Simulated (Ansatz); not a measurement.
## Al (model structure, from the Bi type, I4/mcm, No. 140): properties by level of theory

```json
[
 {"level (code)": "PBE (Ansatz)", "lattice constant a (Å)": "?", "lattice parameter c (Å)": "?", "bulk modulus (GPa)": "49.9", "cohesive energy (eV/atom)": "?"},
 {"level (code)": "PBEsol (Ansatz)", "lattice constant a (Å)": "8.151", "lattice parameter c (Å)": "2.726", "bulk modulus (GPa)": "?", "cohesive energy (eV/atom)": "3.53"},
 {"level (code)": "r²SCAN (Ansatz)", "lattice constant a (Å)": "8.149", "lattice parameter c (Å)": "2.713", "bulk modulus (GPa)": "56.1", "cohesive energy (eV/atom)": "3.35"}
]
```

Problem. Fill in the missing entries.

Solution. 
- PBE (Ansatz, an electronic-structure program), lattice constant a (Å): 8.214
- PBE (Ansatz), lattice parameter c (Å): 2.739
- PBE (Ansatz), cohesive energy (eV/atom): 3.21
- PBEsol (Ansatz), bulk modulus (GPa): 52.7

Caveats: the bulk modulus is −V dP/dV from two relaxed cells at ±2 % in volume (PBE, PBEsol, r²SCAN). Ansatz's density-functional and Hartree–Fock values are scalar-relativistic unless marked +SOC, with PAW data made under PBE.

Computed values are for the static lattice.

A model structure was made by putting elements into a prototype or built by hand; it is no filed structure, need not be a known phase, and can be a saddle point held by its symmetry.
